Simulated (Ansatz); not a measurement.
The parent structure is Li₃VS₄ (space group P-43m, No. 215; a model cell, its experimental status unchecked).

```
Li3VS4
1.0
    5.88800     0.00000     0.00000
    0.00000     5.88800     0.00000
    0.00000     0.00000     5.88800
V Li S
1 3 4
Direct
  0.00000   0.00000   0.00000
  0.50000   0.00000   0.00000
  0.00000   0.00000   0.50000
  0.00000   0.50000   0.00000
  0.21006   0.21006   0.21006
  0.21006   0.78994   0.78994
  0.78994   0.21006   0.78994
  0.78994   0.78994   0.21006
```

Cartesian axes are those of the cell as printed.

Calculations: PBEsol (Ansatz, a program for electronic structure; PAW; 420 eV plane waves; no SOC).

The change: uniaxial strain ε_zz = −2.15 %, all other strain components held at zero, atoms relaxed at fixed cell.

Q: Predict the stress tensor and what it implies for the stiffness.

A: Stress of the strained cell less that of the base (GPa, compression positive):
```
   0.05    0.00    0.00
   0.00    0.05    0.00
   0.00    0.00    0.75
```

Then −Δσ_ii/ε with ε = -0.0215 gives secant stiffness values (nonlinear terms included at this strain): C33 ≈ 35 GPa.

Stability against distortions was not tested. Starting moments died away, wholly or in part, for the base; another magnetic solution may exist. The final runs are not spin-polarised.
